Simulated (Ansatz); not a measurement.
Structures of equal composition on the (115) surface of diamond: 2 pairs of surface atoms bonded, H on 5 of 6 dangling bonds, none on a paired C at depth 0.0 Å; 2 pairs of surface atoms bonded, H on 5 of 6 dangling bonds, none on a paired C at depth 0.7 Å. The slabs share one bottom face, and each structure is named by its start. These are constructed structures in small cells; real faces may alloy, dewet or reconstruct in larger ones, and not all known structures of the face are among them. Slabs of about 12 Å, Fermi-Dirac smearing of 0.025 eV. Bottom of the slabs: built like the top, H on every dangling bond, free. Relaxed from the named starts with such symmetry as they have, on meshes of like density; energies extrapolated to zero smearing; spin only where a row says so; no spin-orbit coupling, no U. Brackets mark spin-polarised runs, whose order is one that fits the cell. Where a second, spin-polarised start was run, the lower counts.

All values below come from PBE (plane waves to 420 eV, PAW; Ansatz, a program for electronic structure).

### Question
Order them by energy per 1x1 cell (lowest first) at the level PBE.

### Answer
2 pairs of surface atoms bonded, H on 5 of 6 dangling bonds, none on a paired C at depth 0.7 Å (0.000 eV [spin, 1.0 μB a cell], gap 1.40 eV on the mesh), 2 pairs of surface atoms bonded, H on 5 of 6 dangling bonds, none on a paired C at depth 0.0 Å (0.024 eV [spin, 1.0 μB a cell], gap 1.54 eV on the mesh)
